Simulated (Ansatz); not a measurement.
**ZnO under load (space group P6_3mc): band-edge transport data**

Data:

```
CELL_PARAMETERS angstrom
      3.16649     0.00000     0.00000
     -1.58324     2.74226     0.00000
      0.00000     0.00000     5.11222
ATOMIC_POSITIONS crystal
  Zn 0.66667 0.33333 0.50075
  Zn 0.33333 0.66667 0.00075
  O  0.66667 0.33333 0.87956
  O  0.33333 0.66667 0.37956
```

Level of theory: PBEsol with spin-orbit coupling, rigid bands (plane waves, PAW; Ansatz, a program for electronic structure). Condition of this run: hydrostatic pressure 10 GPa (the target of the relaxation). How the cell was made: cell and atoms relaxed with PBEsol, then loaded as said.

```yaml
band_gap: 0.76 eV
electron conductivity mass (300 K, dilute): 0.168 mₑ
hole conductivity mass (300 K, dilute): 1.73 (x), 1.73 (y), 2.7 (z) mₑ
effective density of states N_c (300 K): 1.6e18 cm⁻³
effective density of states N_v (300 K): 6.7e19 cm⁻³
density_of_states_mass_electrons: 0.160 mₑ
density_of_states_mass_holes: 1.92 mₑ
Seebeck coefficient, n-type 1e19 cm⁻³, 300 K: -99 μV/K
best n-type power factor at 300 K for τ = 10 fs (best axis; densities from 1e16 to 1e21 cm⁻³ tried, whether or not they can be reached): 1.49 μW/(cm·K²) at 1e19 cm⁻³
Seebeck coefficient, p-type 1e19 cm⁻³, 300 K: 424 μV/K
```

Rigid bands; masses and Seebeck coefficients take one relaxation time τ for all states and one kind of carrier; polarons and phonon drag are left out.
